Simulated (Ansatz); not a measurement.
## SiH3 on the 1x1 (110) surface of rutile TiO2 (cut with top plane O), one in a 2x1 cell, started at the site 'over Ti at depth 1.1 Å'

Host crystal: rutile TiO2, with a band gap (PBE, scalar-relativistic without spin-orbit coupling).

Level of theory: PBE (plane waves to 420 eV, PAW; Ansatz, a first-principles code).

Model: 52-atom slab, 12.7 Å thick at the start under the adsorbate, 4x3x1 mesh, Fermi-Dirac 0.01 eV, dipole correction, 24 atoms held, the rest relaxed; start symmetry kept, larger cells not searched; spin-polarised, ending with about 0.6 μB a cell, a value that depends on the mesh; orders that need a larger cell were not tried, no spin-orbit, no U, no dispersion correction. The slab shows no gap over 0.04 eV on its mesh. At the end it is bonded to O. In PBE it is, or lies within 0.03 eV of, the lowest of the starts that converged.

| Item | Value |
|---|---|
| adsorption energy against SiH4(g) − ½ H2(g) | -47 kJ/mol |
| change of the step from the bottom to the top vacuum level, against the clean slab | -1.26 eV |
| energy released by relaxation | 2.47 eV |
| height of the binding atom over the mean of the host atoms within 0.3 Å of the top one | 1.741 Å |
| nearest host atoms of the binding atom | O at 1.67 Å, Ti at 3.32 Å, O at 3.34 Å |
| largest move of a host atom | 0.20 Å |
| note | in the relaxation the adsorbate left its starting site by 1.3 Å |

A negative adsorption energy means that the adsorbate is more stable on the surface than in its reference.
